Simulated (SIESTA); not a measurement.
Short convergence ladders for W (Im-3m, 1 atom in the cell)

```
CELL_PARAMETERS angstrom
     -1.57210     1.57210     1.57210
      1.57210    -1.57210     1.57210
      1.57210     1.57210    -1.57210
ATOMIC_POSITIONS crystal
  W  0.00000 0.00000 0.00000
```

Base method: GGA PBE, numerical atomic orbitals DZP, PseudoDojo PBE standard norm-conserving potentials (rewritten from UPF to PSML) (SIESTA).

Base settings: XC.functional = GGA; XC.authors = PBE; potentials = PseudoDojo PBE standard; PAO.BasisSize = DZP; PAO.EnergyShift = 0.005 Ry; MeshCutoff = 350 Ry; kgrid.MonkhorstPack = 7 7 7; OccupationFunction = FD; ElectronicTemperature = 0.1 eV; MaxSCFIterations = 150.

Core times come from one kind of shared machine, to one figure; runs under 30 s give none.

**The k-point mesh at a smearing width of 0.02 eV**

In this ladder: ElectronicTemperature = 0.02 eV.

Only quantities that move along the ladder and can be compared are tabulated.

```csv
kgrid.MonkhorstPack,free energy less the last step's (meV/atom),pressure (GPa),core time / last (rough)
5 5 5,-49.45,14.99,–
6 6 6,-56.53,12.85,–
8 8 8,-0.80,15.44,–
9 9 9,-11.84,14.63,–
11 11 11,22.79,15.03,0.1
13 13 13,-15.53,14.73,0.1
16 16 16,-4.32,14.64,0.3
24 24 24,-2.73,14.94,0.7
29 29 29,0.00,14.94,1
```

Coarsest kgrid.MonkhorstPack that holds the pressure within 0.05 GPa of the last step, with all finer ones: 24 24 24; the step before is off by 0.30 GPa.

Coarsest kgrid.MonkhorstPack that holds the free energy within 5 meV/atom: not settled: the last two steps still differ by 2.7 meV/atom, over half the tolerance, so the ladder does not show it.

**The width of Fermi-Dirac smearing**

In this ladder: kgrid.MonkhorstPack = 12 12 12.

Narrow widths need finer meshes than wide ones, so the last steps can hold mesh noise.

Only quantities that move along the ladder and can be compared are tabulated; pressure and forces are left out, as mesh noise rules them at narrow widths.

| ElectronicTemperature | free energy less the last step's (meV/atom) |
|---|---|
| 1 eV | -1126.20 |
| 0.5 eV | -217.68 |
| 0.3 eV | -69.47 |
| 0.2 eV | -29.58 |
| 0.1 eV | -6.47 |
| 0.05 eV | 0.00 |

Widest ElectronicTemperature that holds the free energy within 5 meV/atom: not settled: the last two steps still differ by 6.5 meV/atom, over half the tolerance, so the ladder does not show it.

**The SCF threshold**

In this ladder: SCF.DM.Tolerance = default; SCF.DM.Converge = false; SCF.H.Converge = false; SCF.FreeE.Converge = true.

The mesh stays at the base's, so the ladder's end is converged at best in this setting alone.

Only quantities that move along the ladder and can be compared are tabulated.

```csv
SCF.FreeE.Tolerance,pressure (GPa)
1.0E-01 eV,15.80
1.0E-02 eV,15.80
1.0E-03 eV,15.80
1.0E-04 eV,15.67
1.0E-05 eV,15.67
1.0E-06 eV,15.68
1.0E-07 eV,15.68
1.0E-10 eV,15.68
```

Coarsest SCF.FreeE.Tolerance that holds the pressure within 0.1 GPa of the last step, with all finer ones: 1.0E-04 eV; the step before is off by 0.13 GPa.

On the base run: the starting cell has typed, rounded lattice constants, without a prior relaxation at this level. Its lattice was rescaled by up to half a per cent. Spin polarisation is off. Values carry the incompleteness of an atom-centred basis. In the base run, with a pressure of about 16 GPa the cell is away from its equilibrium volume at this level.

Left out of this page: 2 runs of the series outside the window shown, repeating another row's setting, or not comparable; 1 run of the series failed or unconverged.
